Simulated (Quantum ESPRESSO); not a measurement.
```
TaGaNi6
1.0
    3.65600     0.00000     0.00000
    0.00000     3.65600     0.00000
    0.00000     0.00000     7.24997
Ta Ga Ni
1 1 6
Cartesian
  0.00000   0.00000   3.62498
  0.00000   0.00000   0.00000
  1.82800   1.82800   0.00000
  1.82800   1.82800   3.62498
  1.82800   0.00000   1.78864
  1.82800   0.00000   5.46133
  0.00000   1.82800   1.78864
  0.00000   1.82800   5.46133
```

Method: LDA (PZ), GBRV 1.5 ultrasoft (LDA) pseudopotentials (plane waves; Quantum ESPRESSO).

The set-up and first iterations of a Quantum ESPRESSO log for TaGaNi6 (P4/mmm, 8 atoms in the cell):

```
     Message from routine setup:
     using ibrav=0 with symmetry is DISCOURAGED, use correct ibrav instead
     G-vector sticks info
     --------------------
     sticks:   dense  smooth     PW     G-vecs:    dense   smooth      PW
     Sum        1513     757    225                88279    31201    5105

     bravais-lattice index     =            0
     lattice parameter (alat)  =       6.9088  a.u.
     unit-cell volume          =     653.9513 (a.u.)^3
     number of atoms/cell      =            8
     number of atomic types    =            3
     number of electrons       =       140.00
     number of Kohn-Sham states=           84
     kinetic-energy cutoff     =      50.0000  Ry
     charge density cutoff     =     400.0000  Ry
     scf convergence threshold =      1.0E-10
     mixing beta               =       0.7000
     number of iterations used =            8  plain     mixing
     Exchange-correlation=  SLA  PZ   NOGX NOGC
   [... lines left out ...]

   Cartesian axes

     site n.     atom                  positions (alat units)
         1        Ta     tau(   1) = (   0.0000000   0.0000000   0.9915156  )
         2        Ga     tau(   2) = (   0.0000000   0.0000000   0.0000000  )
         3        Ni     tau(   3) = (   0.5000000   0.5000000   0.0000000  )
         4        Ni     tau(   4) = (   0.5000000   0.5000000   0.9915156  )
         5        Ni     tau(   5) = (   0.5000000   0.0000000   0.4892336  )
         6        Ni     tau(   6) = (   0.5000000   0.0000000   1.4937976  )
         7        Ni     tau(   7) = (   0.0000000   0.5000000   0.4892336  )
         8        Ni     tau(   8) = (   0.0000000   0.5000000   1.4937976  )

     number of k points=    20  Gaussian smearing, width (Ry)=  0.0100
                       cart. coord. in units 2pi/alat
        k(    1) = (   0.0000000   0.0000000   0.0000000), wk =   0.0185185
        k(    2) = (   0.0000000   0.0000000   0.1680928), wk =   0.0370370
        k(    3) = (   0.0000000   0.1666667   0.0000000), wk =   0.0740741
   [... 17 lines left out ...]

     Dense  grid:    88279 G-vectors     FFT dimensions: (  45,  45,  90)

     Smooth grid:    31201 G-vectors     FFT dimensions: (  32,  32,  64)

     Initial potential from superposition of free atoms

     starting charge     126.9991, renormalised to     140.0000

     negative rho (up, down):  1.057E-01 0.000E+00
     Self-consistent Calculation

     iteration #  1     ecut=    50.00 Ry     beta= 0.70

     negative rho (up, down):  9.781E-02 0.000E+00

     total energy              =   -2447.65235560 Ry
     estimated scf accuracy    <     256.23390433 Ry

     iteration #  2     ecut=    50.00 Ry     beta= 0.70

     negative rho (up, down):  7.022E-02 0.000E+00

     total energy              =   -2570.01052674 Ry
     estimated scf accuracy    <     543.98983478 Ry

     iteration #  3     ecut=    50.00 Ry     beta= 0.70

     negative rho (up, down):  7.547E-02 0.000E+00

     total energy              =   -2596.85765797 Ry
     estimated scf accuracy    <     182.72784007 Ry
```

Q: Will this run converge, and how will it end?

A: The run converged in 33 iterations. Convergence of the loop says nothing yet on basis, mesh or lower states. It ends on: free energy E − TS -35596.6194 eV; Fermi level (on the code's own zero) 17.54 eV; pressure -18.11 GPa; largest force (vector length) 0.205 eV/Å. The log goes on:

```
   [... 28 blocks of this kind left out ...]

     iteration # 32     ecut=    50.00 Ry     beta= 0.70

     negative rho (up, down):  9.968E-02 0.000E+00

     total energy              =   -2616.30326903 Ry
     estimated scf accuracy    <          6.2E-10 Ry

     iteration # 33     ecut=    50.00 Ry     beta= 0.70

     negative rho (up, down):  9.968E-02 0.000E+00
     End of self-consistent calculation

   [... 8 lines left out ...]

   [... 8 lines left out ...]

     the Fermi energy is    17.5369 ev

!    total energy              =   -2616.30326903 Ry
     estimated scf accuracy    <          7.2E-12 Ry
     smearing contrib. (-TS)   =      -0.00108282 Ry
     internal energy E=F+TS    =   -2616.30218621 Ry

     convergence has been achieved in  33 iterations

     negative rho (up, down):  9.968E-02 0.000E+00

     Forces acting on atoms (cartesian axes, Ry/au):

     atom    1 type  1   force =     0.00000000    0.00000000    0.00000000
     atom    2 type  2   force =     0.00000000    0.00000000    0.00000000
     atom    3 type  3   force =     0.00000000    0.00000000    0.00000000
     atom    4 type  3   force =     0.00000000    0.00000000    0.00000000
     atom    5 type  3   force =     0.00000000    0.00000000    0.00799264
     atom    6 type  3   force =     0.00000000    0.00000000   -0.00799264
   [... lines left out ...]

     Total force =     0.015985     Total SCF correction =     0.000006

     negative rho (up, down):  9.968E-02 0.000E+00
          total   stress  (Ry/bohr**3)                   (kbar)     P=     -181.10
  -0.00121256   0.00000000   0.00000000         -178.37        0.00        0.00
   0.00000000  -0.00121256   0.00000000            0.00     -178.37        0.00
   0.00000000   0.00000000  -0.00126813            0.00        0.00     -186.55

   JOB DONE.
```

For comparison: a first run (DFT, PBEsol, plane waves, GBRV 1.5 ultrasoft (PBESOL) pseudopotentials) was changed to give this one (pseudopotentials: {Ta: ta_pbesol_v1.uspp.F.UPF, Ga: ga_pbesol_v1.4.uspp.F.UPF, Ni: ni_pbesol_v1.4.uspp.F.UPF} → {Ta: ta_lda_v1.uspp.F.UPF, Ga: ga_lda_v1.4.uspp.F.UPF, Ni: ni_lda_v1.4.uspp.F.UPF}), and from it to this one the pressure goes from -11.86 to -18.11 GPa and the largest force goes from 0.168 to 0.205 eV/Å.

The starting cell comes from a database of computed structures (which also holds hypothetical and non-ambient phases and stackings), without a prior relaxation at this level. Its lattice was rescaled by a random factor within 2.5 % of one. Spin polarisation is off. With a pressure of about -18 GPa the cell is away from its equilibrium volume at this level.

The run was DFT, LDA (PZ), plane waves, GBRV 1.5 ultrasoft (LDA) pseudopotentials. Main settings of its input:

ecutwfc: 50 Ry
ecutrho: 400 Ry
occupations: smearing
smearing: gauss
degauss: 0.0099958 Ry
potentials: {Ta: ta_lda_v1.uspp.F.UPF, Ga: ga_lda_v1.4.uspp.F.UPF, Ni: ni_lda_v1.4.uspp.F.UPF}
K_POINTS: automatic 6 6 3 0 0 0
conv_thr: 1e-10 Ry
mixing_beta: 0.7
